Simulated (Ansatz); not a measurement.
Gd on the Al site (Gd_Al) in metastable zinc-blende AlN: one set of geometries, relaxed with PBE, evaluated in Ansatz (PAW, plane waves to 420 eV, 500 eV under r2SCAN) with PBE, r2SCAN.

Details: 64-site cell; 2×2×2 shifted k-points; start: the Al site; no Hubbard U; energies good to tenths of an eV; flagged in the runs: a doubtful potential alignment, a strain field that reaches the edge of the cell.

```json
[
 {"quantity": "host gap (eV)", "PBE": "3.31", "r2SCAN": "3.92"},
 {"quantity": "neutral formation energy against fcc Al, hcp Gd, ferromagnetic (eV)", "PBE": "2.01", "r2SCAN": "1.96"},
 {"quantity": "largest moment on one atom at charge 0 (μB)", "PBE": "6.71", "r2SCAN": "6.79"}
]
```

PBE narrows the gap by 0.61 eV against r2SCAN, the highest level run.

Ansatz is an electronic-structure program.
